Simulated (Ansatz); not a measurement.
# Cost against accuracy: basis.ecutwfc for BaIrO3 (C2/c, 30 atoms in the cell)

Cell: a = 5.7943 Å, b = 5.7943 Å, c = 14.6241 Å, α = 90.95°, β = 90.95°, γ = 119.72°.

Computed with PBEsol, default PAW files made with PBE (plane waves; Ansatz, a quantum-chemistry and plane-wave program).

Base settings: basis.ecutwfc = 30.9 Ry; kpoints.mp_grid.grid = 3 3 2; hamiltonian.xc = pbesol; hamiltonian.pseudopotentials = {kind: paw} (the program's default PAW files); scf.occupations.method = cold; scf.occupations.width = 0.0073 Ry.

Misses are taken against the tightest run, 61.7 Ry, which need not be fully converged itself. The energy is the free energy per atom.

The count of work is k-points × plane waves × bands × iterations; it is no time, and leaves out set-up, grids and terms that scale otherwise. Core times come from one kind of shared machine and are given to one figure; runs under 30 s give none.

Ansatz's pressure holds its estimate of the finite-basis (Pulay) stress, which hides part of the cutoff error; the uncorrected pressure shows it.

The starting cell comes from a database of computed structures (which also holds hypothetical and non-ambient phases and stackings), without a prior relaxation at this level. Spin polarisation is off. In the base run, with a pressure of about -9 GPa the cell is away from its equilibrium volume at this level. Ansatz's pressure includes its estimate of the finite-basis (Pulay) stress. Without a gap this mesh is coarse (it stands for a supercell whose shortest vector is 17 Å).

The runs (basis.ecutwfc): 12.5 Ry | 15.4 Ry | 18.4 Ry | 21.7 Ry | 24.6 Ry | 27.9 Ry | 30.9 Ry | 35.6 Ry | 40.1 Ry | 46.3 Ry | 54 Ry | 61.7 Ry.

### Question
Which is the coarsest setting among those run that, with all tighter ones, holds the energy within 20 meV/atom of the reference, and what does it save?

### Answer
30.9 Ry, off by 5.0 meV/atom; it needs 0.36 of the reference's count of work and about 0.4 of the reference's time.

### Question
Which is the coarsest setting among those run that, with all tighter ones, holds the energy within 2 meV/atom of the reference, and what does it save?

### Answer
35.6 Ry, off by 0.99 meV/atom; it needs 0.44 of the reference's count of work.

### Question
What does the step from 12.5 Ry to 24.6 Ry buy?

### Answer
It takes the miss in the energy from 13000 to 110 meV/atom, for 2.3 times the count of work.

```
basis.ecutwfc  energy less reference (meV/atom)  pressure less reference (GPa)  largest difference in the force on any atom (eV/Å)  uncorrected pressure less reference (GPa)  count of work / reference  core time / reference (rough)
-------------  --------------------------------  -----------------------------  --------------------------------------------------  -----------------------------------------  -------------------------  -----------------------------
12.5 Ry                                12639.78                          26.47                                               4.181                                    -401.93                       0.10                              –
15.4 Ry                                 4364.31                          -2.81                                               0.706                                    -188.38                       0.14                              –
18.4 Ry                                 1425.41                          -3.46                                               0.440                                     -79.29                       0.16                              –
21.7 Ry                                  379.69                          -0.62                                               0.121                                     -26.69                       0.21                              –
24.6 Ry                                  106.74                           0.04                                               0.021                                      -9.05                       0.23                              –
27.9 Ry                                   21.64                          -0.01                                               0.005                                      -2.23                       0.30                              –
30.9 Ry                                    5.00                          -0.01                                               0.001                                      -0.55                       0.36                            0.4
35.6 Ry                                    0.99                           0.00                                               0.000                                      -0.02                       0.44                              –
40.1 Ry                                    0.68                           0.00                                               0.000                                       0.00                       0.52                            0.5
46.3 Ry                                    0.35                           0.00                                               0.000                                       0.00                       0.65                            0.6
54 Ry                                      0.20                           0.00                                               0.000                                       0.01                       0.82                            0.8
61.7 Ry                                    0.00                           0.00                                               0.000                                       0.00                        1.0                              1
```

Keys are those of Ansatz 0.2.
